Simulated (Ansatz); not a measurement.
## A computed series for CdS: carrier doping

The parent structure is CdS in the zinc blende structure (space group F-43m, No. 216; a = 5.927 Å).

Carriers are added at fixed cell with a uniform background; the Fermi–Dirac width is that of 300 K.

All numbers come from PBE/PAW in Ansatz (a quantum-chemistry and plane-wave program), no spin-orbit coupling, earlier PAW set.

Notes on the quantities. Fermi level from band edge: Fermi level relative to the doped band's edge (positive inside the band; to 0.05 eV).

```
case                      Fermi level from band edge  gap between the host's bands
------------------------  --------------------------  ----------------------------
undoped                                            –                       1.04 eV
electrons 5.0×10^20 cm⁻³                    +0.95 eV                       1.02 eV
electrons 1.0×10^21 cm⁻³                    +1.25 eV                       1.01 eV
electrons 1.5×10^21 cm⁻³                    +1.50 eV                       0.99 eV
electrons 1.0×10^22 cm⁻³                    +2.50 eV                       0.78 eV
holes 5.0×10^20 cm⁻³                        +0.10 eV                       1.06 eV
holes 1.0×10^21 cm⁻³                        +0.15 eV                       1.09 eV
holes 1.5×10^21 cm⁻³                        +0.20 eV                       1.11 eV
holes 1.0×10^22 cm⁻³                        +0.55 eV                       1.49 eV
```

Carriers are added with a uniform compensating background; total energy and stress of such cells depend on the potential's zero and are not compared; many-body gap narrowing is missing at this level. No phonon test of stability was made.
